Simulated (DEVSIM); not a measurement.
Device: W/HfO2/p-GaAs capacitor, at 300 K.

Layer 1 from the left is HfO2, thickness (nm) 17.0. Layer 2 from the left is GaAs, thickness (nm) 460, Na (cm⁻³) 2e18.

Metal gate on the left, work function 4.6 eV. Fixed charge at the semiconductor interface -1.4e10 cm⁻² (in units of +e); no interface traps.

The device is made up for the run: typed textbook-type constants, with dimensions and the other settings drawn at random. Values at 300 K.

HfO2: gap (eV) 5.7, affinity (eV) 2.5, permittivity 22. GaAs: gap (eV) 1.424, affinity (eV) 4.07, permittivity 12.9, Nc (cm⁻³) 4.7e17, Nv (cm⁻³) 9e18.

DEVSIM, 1D Poisson equation in equilibrium, Boltzmann statistics, complete ionisation; no quantum confinement or tunnelling. Metal contacts follow the ideal Schottky-Mott rule: no Fermi-level pinning, no interface dipoles.

Question: What does the simulation give for the minimum of the low-frequency capacitance, the flat-band voltage?

Answer: minimum of the low-frequency capacitance 0.291 μF/cm²; flat-band voltage -0.85 V.
